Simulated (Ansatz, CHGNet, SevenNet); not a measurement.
## Ge2Sb2Te5 (P-3m1, No. 164, 9 atoms in the cell; start mp-3534): c axis length by level of theory

No measured value is used here.

```tsv
level (code)	value (Å)
CHGNet-r²SCAN	17.852
SevenNet-0	18.113
SevenNet-l3i5	17.542
LDA (Ansatz)	16.885
PBE (Ansatz)	[?]
PBEsol (Ansatz)	17.098
PBE-D3(BJ) (Ansatz)	[?]
r²SCAN (Ansatz)	[?]
r²SCAN+rVV10 (Ansatz)	17.675
```

Complete the blanks.


- PBE (Ansatz, a first-principles code), value (Å): 18.071
- PBE-D3(BJ) (Ansatz), value (Å): 17.445
- r²SCAN (Ansatz), value (Å): 18.227

CHGNet-r²SCAN, SevenNet-0, SevenNet-l3i5, LDA, PBE, PBEsol, PBE-D3(BJ), r²SCAN, r²SCAN+rVV10: the relaxation could not lower the start's symmetry, so the cell can be a saddle point above a distorted one. PBE-D3(BJ): a distance lies near a switch of the dispersion term, which can move the cell. Cutoffs differ between the levels. Ansatz's density-functional and Hartree–Fock values are scalar-relativistic unless marked +SOC, with PAW data made under PBE.

Machine-learned potentials (CHGNet-r²SCAN, SevenNet-0, SevenNet-l3i5) are trained on DFT data: a solid inside that data is no test of them.

A start named mp-… is a Materials Project structure, which need not be a measured phase.
